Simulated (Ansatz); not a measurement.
Input and output of a relaxation of cell and atoms for PtAu (R-3m, 2 atoms in the cell) (Ansatz, an electronic-structure program).

Method of the run: LDA (PW92), PAW files made with PBE (plane waves; Ansatz).

```
CELL_PARAMETERS angstrom
      1.40965     0.81386     4.75341
     -1.40965     0.81386     4.75341
      0.00000    -1.62772     4.75341
ATOMIC_POSITIONS crystal
  Pt 0.50000 0.50000 0.50000
  Au 0.00000 0.00000 0.00000
```

Reference input (self-consistent single point, DFT, LDA (PW92), plane waves, PAW files made with PBE): basis.ecutwfc = 30.9 Ry; kpoints.mp_grid.grid = 11 11 11; hamiltonian.xc = lda; hamiltonian.pseudopotentials = {kind: paw} (the program's default PAW files); scf.occupations.method = fermi_dirac; scf.occupations.width = 0.0037 Ry. This run's input differs from it in these lines:

```diff
@@ -17,2 +17,4 @@
   occupations: { method: fermi_dirac, width: 0.0037 Ry }
+relax:
+  cell: {}
 output:
```

The program printed (abridged):

```
   [... SCF lines of the steps left out ...]
relax step   1: F+E_penalty+E_count = -25112.56675295 eV  Δ(F+E_penalty+E_count) = +0.000e0 eV  max|allowed force component| = 4.039e-28 eV/Å  Δτ_max = 0.0000 Å  P = -10.330 GPa  Ω = 32.720 Å³  (8 SCF iters, dr2 threshold 1.00e-7 eV, accepted)
relax step   2: F+E_penalty+E_count = -25112.50402001 eV  Δ(F+E_penalty+E_count) = +6.273e-2 eV  max|allowed force component| = 5.259e-31 eV/Å  Δτ_max = 0.0000 Å  P = +20.279 GPa  Ω = 29.132 Å³  energy of the carried Pulay correction = +1.055e-3 eV  [...]
   [... lines left out ...]
relax step   6: F+E_penalty+E_count = -25112.62389212 eV  Δ(F+E_penalty+E_count) = -1.033e-4 eV  max|allowed force component| = 1.304e-28 eV/Å  Δτ_max = 0.0000 Å  P = -0.002 GPa  Ω = 31.170 Å³  energy of the carried Pulay correction = +4.325e-4 eV  [...]
relax step   7: F+E_penalty+E_count = -25112.62342044 eV  Δ(F+E_penalty+E_count) = +4.717e-4 eV  max|allowed force component| = 2.777e-28 eV/Å  Δτ_max = 0.0000 Å  P = +0.006 GPa  Ω = 31.170 Å³  stress off target by 9.36e-3 GPa  SCF on the basis [...]
basis re-selected at this cell: Δ(F+E_penalty+E_count) = +4.717e-4 eV, ΔP = +0.008 GPa vs the last step
the relaxation is at rest under the 12 symmetry operations that the run kept from its start: a minimum is not shown …
Free energy (F): -25112.623420 eV
Internal energy: -25112.611059 eV  (E = F + TS)
E sigma→0 (E₀):  -25112.617240 eV
Entropy (-TS):   -0.012361 eV (-6.181 meV/atom)
Fermi energy:    22.027707 eV
--- Forces (eV/Å), atoms counted from 1 ---
  atom   1  Pt    -0.00000000    -0.00000000    -0.00000000
   [... lines left out ...]
  cell:  # Å, volume = 31.1702 Å³
    - [1.3973610315332725, 0.806766767710828, 4.608209917548113]
    - [-1.3973610315332725, 0.806766767710828, 4.608209917548113]
    - [4.174094283129657e-34, -1.613533535421656, 4.608209917548113]
  atoms:
    - { symbol: Pt, position: [0.5000000000000001, 0.5000000000000001, 0.5000000000000001] }
    - { symbol: Au, position: [-2.5029457977066366e-35, -2.5029457977066366e-35, -5.460956757779202e-35] }
```

The run converged. 

Summary of the result:
- Free energy E − TS (on the zero of these files) = -25112.6234 eV
- Fermi level (on the code's own zero) = 22.03 eV
- Pressure = 0.01 GPa
- Final cell = a = 4.8825 Å, b = 4.8825 Å, c = 4.8825 Å, α = 33.26°, β = 33.26°, γ = 33.26°
- Final volume per atom = 15.59 Å³
- Relaxation steps = 7

The starting cell comes from a database of computed structures (which also holds hypothetical and non-ambient phases and stackings), without a prior relaxation at this level. Spin polarisation is off. The relaxation keeps the symmetry of its start, so its end need not be a minimum. Ansatz's pressure includes its estimate of the finite-basis (Pulay) stress.

Keys are those of Ansatz 0.2.
